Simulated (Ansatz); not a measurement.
The parent structure is HgSe in the zinc blende structure (space group F-43m, No. 216; a = 6.133 Å). Axes: x, y, z lie along the cube axes.

All numbers come from PBEsol, PAW, 420 eV (Ansatz, a first-principles code; no spin-orbit coupling), earlier PAW set.

For the base:

The pressure is 0.0 GPa and the shortest interatomic distance comes out as 5.019 bohr. The band gap comes out as zero.

The change: compressive biaxial strain of 0.96 % in the plane normal to [111], as in epitaxy on a mismatched substrate; the out-of-plane cell vector and the atoms relax.

Q: Predict the new energy relative to the base.

A: The energy grows by 1.4 meV/atom.

Q: How does this affect the pressure?

A: The pressure (mean of the normal stresses, compression positive) goes from zero to 0.5 GPa.

Q: How does this affect the shortest interatomic distance?

A: The shortest interatomic distance decreases by 0.0174 bohr to 5.001 bohr.

Q: What happens to the band gap?

A: The band gap is still zero.

A case with no gap was solved on a k-mesh chosen for an insulator, which is coarse for it. With Hg present, leaving out spin-orbit coupling can change the band edges. Whether these cells are dynamically stable was not tested. All final runs are without spin polarisation. The zero or small gap of HgSe can change with the level of theory.
